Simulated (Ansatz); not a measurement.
Evanescent states of NaF (Fm-3m, rock salt, 2 atoms a cell, 11.9 Å³ an atom) along the normal of (001)

Calculation: r2SCAN (plane waves, PAW; Ansatz, a program for electronic structure).

The gap is the functional's own. No spin-orbit coupling. Mid-gap values are those at the computed energy nearest the middle.

Energies count from the valence-band top; κ is the least over a 10×10 mesh across the current.

| E (eV) | κ (1/Å) | where |
|---|---|---|
| 0.17 | 0.211 | Γ |
| 0.49 | 0.342 | Γ |
| 0.82 | 0.417 | Γ |
| 1.16 | 0.468 | Γ |
| 1.49 | 0.503 | Γ |
| 1.81 | ___ | Γ |
| 2.15 | ___ | Γ |
| 2.48 | ___ | Γ |
| 2.81 | ___ | Γ |
| 3.13 | ___ | Γ |
| 3.46 | ___ | Γ |
| 3.79 | ___ | Γ |
| 4.12 | ___ | Γ |
| 4.46 | ___ | Γ |
| 4.79 | ___ | Γ |
| 5.12 | ___ | Γ |
| 5.45 | ___ | Γ |
| 5.78 | 0.442 | Γ |
| 6.11 | 0.402 | Γ |
| 6.43 | 0.353 | Γ |
| 6.76 | 0.289 | Γ |
| 7.09 | 0.198 | Γ |

**Question.** Complete the blanks.

**Answer.** 
- 1.81, κ (1/Å): 0.529
- 2.15, κ (1/Å): 0.548
- 2.48, κ (1/Å): 0.560
- 2.81, κ (1/Å): 0.568
- 3.13, κ (1/Å): 0.570
- 3.46, κ (1/Å): 0.569
- 3.79, κ (1/Å): 0.564
- 4.12, κ (1/Å): 0.554
- 4.46, κ (1/Å): 0.541
- 4.79, κ (1/Å): 0.524
- 5.12, κ (1/Å): 0.502
- 5.45, κ (1/Å): 0.475
